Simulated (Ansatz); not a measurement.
The starting structures come from a database of crystals and need not be the phases stable at ambient conditions.

 Where the default PAW files enter, the runs use the earlier of Ansatz's two default sets.

Consider the following.

```xyz
4
Lattice="3.9936 0.0000 0.0000 -1.9968 3.4586 0.0000 0.0000 0.0000 6.5861" Properties=species:S:1:pos:R:3 pbc="T T T"
Ga     0.0000     2.3057     6.5860
Ga     1.9968     1.1529     3.2929
As     0.0000     2.3057     2.4633
As     1.9968     1.1529     5.7564
```

Space group of this cell: P6_3mc, wurtzite. The cell is taken as given.

Level of theory: r2SCAN (plane waves, PAW; Ansatz, a quantum-chemistry and plane-wave program).

The current runs along the normal of the first two printed vectors; no spin-orbit coupling. Scaled by the factor s: all lengths (ions clamped). Meshes 12×12×6 and 12×12 across the current in all rows.

```tsv
s	mean pressure (GPa)	band gap (eV)
0.98	5.0	?
1.00	0.0	0.97
1.02	-3.7	0.50
```

Q: Take the slope of the band gap against ln s from the two given rows, extrapolate to s = 0.98, and say what the run there gives.

A: Slope = (0.50 − 0.97) / ln 1.02 = -23.7 eV. The line gives 0.97 + (-23.7) × ln 0.98 = 1.45 eV. The run gives 1.25 eV, 0.20 eV under the line, 42 % of the predicted step.
